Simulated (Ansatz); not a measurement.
Data:

```yaml
crystal:
  lattice:
    - [3.80793, 0.00000, 0.00000]
    - [0.00000, 3.80793, 0.00000]
    - [0.00000, 0.00000, 3.88194]
  atoms:
    - { symbol: Sr, position: [0.00000, 0.00000, 0.00000] }
    - { symbol: Ti, position: [0.50000, 0.50000, 0.50000] }
    - { symbol: O, position: [0.50000, 0.00000, 0.50000] }
    - { symbol: O, position: [0.00000, 0.50000, 0.50000] }
    - { symbol: O, position: [0.50000, 0.50000, 0.00000] }
```

No spin polarisation.

Level of theory: Ansatz (a first-principles code), LDA, PAW, cutoff 420 eV, no spin-orbit coupling. k-mesh 9×9×9 (Γ-centred); smearing 0.05 eV (Fermi–Dirac).

Problem. Estimate the band gap.

Solution. 1.83 eV.

Problem. What is the computed pressure (mean of the normal stresses, compression positive)?

Solution. 3.67 GPa.

Problem. What is the computed smallest direct gap?

Solution. 2.17 eV.

The cells carry an imposed strain or load. No phonon test of stability was made. The final runs are not spin-polarised. The cell was made from SrTiO$_{3}$ in the cubic perovskite structure (space group Pm-3m, No. 221) by this change: biaxial strain −1.20 %, plane normal [001], relaxed out of plane. Many cubic perovskites are stable only at high temperature; tilts and polar distortions were not tested.
